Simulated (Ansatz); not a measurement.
A computed series for GaN: carrier doping

Start from GaN in the rock salt structure (space group Fm-3m, No. 225; a = 4.219 Å; a model cell).

Carriers are added at fixed cell with a uniform background; the Fermi–Dirac width is that of 300 K.

The values are results of Ansatz (a first-principles code) PBEsol, spin-orbit coupling left out, not measurements.

Candidates:
(a) holes 5.0×10^20 cm⁻³
(b) holes 7.0×10^21 cm⁻³
(c) electrons 5.0×10^20 cm⁻³

Notes on the quantities. Fermi level from band edge: Fermi level relative to the doped band's edge (positive inside the band; to 0.05 eV).

**Question.** Order them by Fermi level from band edge, highest first.

**Answer.** (c) electrons 5.0×10^20 cm⁻³ (+0.40 eV), (b) holes 7.0×10^21 cm⁻³ (+0.20 eV), (a) holes 5.0×10^20 cm⁻³ (0.00 eV)

Charged cell with a jellium background: band edges are those of the host's band count, energies are not comparable with the neutral cell, and many-body gap narrowing is missing. Stability against distortions was not tested. The base started in Pnma and relaxed to Fm-3m at this level. This is not the structure that GaN has at room temperature and ambient pressure.
